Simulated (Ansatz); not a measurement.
The parent structure is NaI in the zinc blende structure (space group F-43m, No. 216; a hypothetical phase, not in the database extracts checked).

```
CELL_PARAMETERS angstrom
      0.00000     3.52942     3.52942
      3.52942     0.00000     3.52942
      3.52942     3.52942     0.00000
ATOMIC_POSITIONS crystal
  I  0.75000 0.75000 0.75000
  Na 0.00000 0.00000 0.00000
```

Cartesian axes are those of the cell as printed.

All numbers come from plane-wave PAW DFT at the PBEsol level (Ansatz, an electronic-structure program, 420 eV), no SOC.

Free-standing slabs (2 atom(s) a layer) normal to [110] with 15 Å of vacuum; in-plane cell held at bulk.

One change was made to it. Results:

The excess energy per area of both faces (slab less bulk energy over the cell's area: twice a surface energy) amounts to 0.24 J/m²; the band gap rises by 0.44 eV to 4.19 eV; the gap character amounts to direct at Γ; the shortest interatomic distance decreases by 0.094 Å (3.057 Å → 2.963 Å).

**Question.** What was done to the base?
A) 2 layers
B) 4 layers
C) 3 layers
D) 5 layers

**Answer.** A, 2 layers. For comparison, the band gap in the other runs: 4 layers gives 3.86 eV; 3 layers gives 3.86 eV; 5 layers gives 3.77 eV.

Slab and bulk use different k-meshes, which limits the precision of the excess energy. Spin-orbit coupling, missing from the scalar runs, can matter with I. Stability against distortions was not tested. k-point labels follow each cell's own Brillouin zone.
